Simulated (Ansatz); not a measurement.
Base system: MgS in the rock salt structure (space group Fm-3m, No. 225; a = 5.182 Å). Axes: x, y, z lie along the cube axes.

Computed with PBEsol/PAW in Ansatz (a quantum-chemistry and plane-wave program), no SOC.

The change: every lattice vector is stretched by 3.00 %, atoms relaxed at fixed cell.

Problem. Predict the stress tensor and what it implies for the stiffness.

Solution. Stress of the strained cell less that of the base (GPa, compression positive):
```
  -5.78    0.00    0.00
   0.00   -5.78    0.00
   0.00    0.00   -5.78
```

Then B = −ΔP/(ΔV/V₀) with ΔV/V₀ = 0.0927 gives secant stiffness values (nonlinear terms included at this strain): B ≈ 62 GPa.

As a check, the harmonic strain energy −½ V₀ Δσ:ε is 28 meV/atom; the computed energy rise is 31 meV/atom.

No phonon test of stability was made.
